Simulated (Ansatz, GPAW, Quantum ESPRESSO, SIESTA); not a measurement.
## One structure in several programs: BaMg6Zn (P1, 8 atoms in the cell)

Self-consistent single point, at a second geometry (atoms moved at random). First geometry:

```
BaMg6Zn
1.0
    5.07320     0.00000     0.00000
    0.00000     3.51003     6.05391
    0.00000    -3.51003     6.05391
Ba Mg Zn
1 6 1
Direct
  0.50000   0.67307   0.67307
  0.00000   0.28561   0.84863
  0.00000   0.84863   0.28561
  0.00000   0.33301   0.33301
  0.50000   0.15804   0.68256
  0.50000   0.68256   0.15804
  0.50000   0.16175   0.16175
  0.00000   0.85733   0.85733
```

Second geometry:
```xyz
8
Lattice="5.0732 0.0000 0.0000 0.0000 3.5100 6.0539 0.0000 -3.5100 6.0539" Properties=species:S:1:pos:R:3 pbc="T T T"
Ba     2.5153    -0.0041     8.1522
Mg     0.0273    -1.9843     6.8375
Mg    -0.0372     1.9599     6.8882
Mg    -0.0120    -0.0027     4.0463
Mg     2.4996    -1.8300     5.0981
Mg     2.6059     1.8664     5.0900
Mg     2.5384    -0.0080     1.9328
Zn     0.0093     0.0028    10.3862
```

Shared settings, as Ansatz (a program for electronic structure) writes them: kpoints.mp_grid.grid = 4 3 3; scf.occupations.method = gaussian; scf.occupations.width = 0.136 eV. Potentials and cutoffs stand in the table.

| code | model | ΔF from the first geometry (meV/atom) | pressure (GPa) | largest force (eV/Å) | cutoff |
|---|---|---|---|---|---|
| Quantum ESPRESSO | PBEsol, PseudoDojo standard norm-conserving (PBESOL) pseudopotentials | 2.2 | -1.02 | 0.193 | 85 Ry |
| GPAW | PBEsol, GPAW PAW datasets PBEsol (made by gpaw-setup) | 2.1 | -0.99 | 0.197 | 850 eV |
| Ansatz | PBEsol, PAW files made with PBE | 2.1 | -1.04 | 0.196 | 420 eV |
| SIESTA | GGA PBEsol, numerical atomic orbitals DZP, PseudoDojo PBEsol standard norm-conserving potentials (rewritten from UPF to PSML) | 3.3 | 0.12 | – | grid 350 Ry |

Size of the force on each atom (eV/Å): Sizes of forces hide their directions.

| code | Ba1 | Mg2 | Mg3 | Mg4 | Mg5 | Mg6 | Mg7 | Zn8 |
|---|---|---|---|---|---|---|---|---|
| Quantum ESPRESSO | 0.130 | 0.168 | 0.191 | 0.072 | 0.137 | 0.193 | 0.041 | 0.033 |
| GPAW | 0.121 | 0.164 | 0.190 | 0.073 | 0.135 | 0.197 | 0.038 | 0.037 |
| Ansatz | 0.128 | 0.164 | 0.189 | 0.072 | 0.136 | 0.196 | 0.038 | 0.033 |

A dash marks a value that a program does not give, or that is left out as unsure.

The spread over the programs that give each value: ΔF from the first geometry within 1.2 meV/atom; pressure within 1.16 GPa; largest force within 0.004 eV/Å.

SIESTA uses small atom-centred bases, whose incompleteness enters pressures, forces and empty levels differently from a plane-wave cutoff. Ansatz's pressure is given at a fixed set of plane waves, as the other plane-wave codes print theirs. In the pressure, SIESTA (by 1.15) lies more than 1 GPa from the median of the plane-wave programs.

The starting cell comes from a database of computed structures (which also holds hypothetical and non-ambient phases and stackings), without a prior relaxation at this level. For this run, on top of that: atoms moved at random.

Keys are those of Ansatz 0.2.
